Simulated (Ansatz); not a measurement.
System: NiAs-type NiSb. Method: LDA in Ansatz (plane waves, PAW).

Settings: plane-wave cutoff 520 eV, 12×12×8 k mesh (along the axes of the cell as run), Fermi–Dirac smearing 0.1 eV, perturbation theory, force constants from a 6×6×2 q mesh, no spin polarisation, scalar-relativistic PAW data made under PBE.

Computed at the level's own relaxed cell. Harmonic vibrational thermodynamics at fixed volume:

| T (K) | S_vib (J/K per mol of atoms) | C_V (J/K per mol of atoms) | F_vib (eV/atom) |
|---|---|---|---|
| 0 | 0.00 | 0.00 | 0.0291 |
| 100 | 11.40 | 16.53 | 0.0250 |
| 500 | 46.80 | 24.48 | -0.1108 |
| 600 | 51.28 | 24.62 | -0.1617 |
| 700 | 55.08 | 24.70 | -0.2169 |
| 900 | 61.30 | 24.80 | -0.3378 |
| 1000 | 63.92 | 24.82 | -0.4027 |

The crystal is taken as a harmonic solid at every temperature: melting, phase changes and thermal expansion are not seen, nor the electrons' share in a metal.

Ansatz is an electronic-structure program.
